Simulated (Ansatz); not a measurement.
Start from HgSe in the zinc blende structure (space group F-43m, No. 216; a = 6.260 Å).

Calculations: PBE in Ansatz (plane waves to 420 eV, PAW, spin-orbit coupling left out).

For the base:

- Pressure = 0.0 GPa

It is then changed as follows: every lattice vector is stretched by 2.00 %; the atoms relax in the strained cell.

Question: Predict the new pressure.

Answer: The pressure goes from zero to -2.2 GPa.

Question: Estimate the effect on the energy relative to the base.

Answer: The energy increases by 14 meV/atom.

Stability against distortions was not tested. The final runs are not spin-polarised.

Ansatz is a program for electronic structure.
